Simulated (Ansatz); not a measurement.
We look at the energy of the reaction as written. Reaction: 1/2 cell B → cell A. A negative value means that the right-hand side lies lower.

Cell A: a sheet of composition PtSe2, 3 atoms, hexagonal cell of 3.71 Å (11.9 Å²), symmetry P-3m1 within 0.02 Å, 2.6 Å thick under 16 Å of vacuum, in-plane vectors relaxed; planes from bottom to top: Se | Pt | Se; a model cell; spin state with PBE: run without spin, k-point mesh 12×12×1.
```xyz
3
Lattice="3.7077 0.0000 0.0000 -1.8539 3.2110 0.0000 0.0000 0.0000 18.5400" Properties=species:S:1:pos:R:3 pbc="T T T"
Se     0.0000     2.1407     7.9457
Pt     0.0000     0.0000     9.2700
Se     1.8539     1.0703    10.5943
```

Cell B: a slab of composition Pt2Se4, 6 atoms, hexagonal cell of 3.73 Å (12.0 Å²), symmetry P-3m1 within 0.02 Å, 7.6 Å thick under 16 Å of vacuum, in-plane vectors held at the given values, so it may be strained; planes from bottom to top: (Se | Pt | Se) × 2; a model cell; spin state with PBE: run without spin, k-point mesh 9×9×1.
```
CELL_PARAMETERS angstrom
      3.73000     0.00000     0.00000
     -1.86500     3.23027     0.00000
      0.00000     0.00000    23.63000
ATOMIC_POSITIONS crystal
  Se 0.33333 0.66667 0.33902
  Pt 0.00000 0.00000 0.39503
  Se 0.66667 0.33333 0.44968
  Se 0.33333 0.66667 0.55032
  Pt 0.00000 0.00000 0.60497
  Se 0.66667 0.33333 0.66098
```

Computed with Ansatz (plane waves, PAW), its PAW set soft_1, cutoff 420 eV, 500 eV for r2SCAN. The structures are at rest with PBE+D3(BJ), within the held lattices; other levels are single points on them. HSE06 runs on coarser k-point meshes, mended by the PBE difference between the two meshes. Neutral cells; Fermi-Dirac smearing of at most 0.05 eV in the solids, energies taken to zero width. The lattices are those relaxed with PBE+D3(BJ) or held as stated, so at other levels the solids can be strained, which adds to the spread. A dispersion term (D3(BJ), or D4 for r2SCAN) was computed beside these levels and is taken off wherever the name lacks it. Space groups of crystals are read within 0.01 Å. Nuclei at rest; no vibrational terms. No structure search was made; lower ones may exist. Spin-orbit coupling is left out. Values are for these cell sizes. Cell A has symmetry P-3m1 within 0.02 Å and got no random move, so less symmetric positions, which may lie lower, weren't tried. Cell B has symmetry P-3m1 within 0.02 Å and got no random move, so less symmetric positions, which may lie lower, weren't tried.

Levels: PBE, PBE+D3(BJ), PBEsol, r2SCAN, r2SCAN+D4, HSE06.

### Question
Is the change downhill or uphill at each level?

### Answer
too close to call: PBE (-0.04), r2SCAN (-0.02); uphill: PBE+D3(BJ) (0.21), PBEsol (0.06), r2SCAN+D4 (0.09); downhill: HSE06 (-0.06) (values in eV; within 0.05 eV of zero counts as too close to call). The levels shown span 0.27 eV, from HSE06 (-0.06) to PBE+D3(BJ) (0.21). They disagree on the sign.

Ansatz is a quantum-chemistry and plane-wave program.
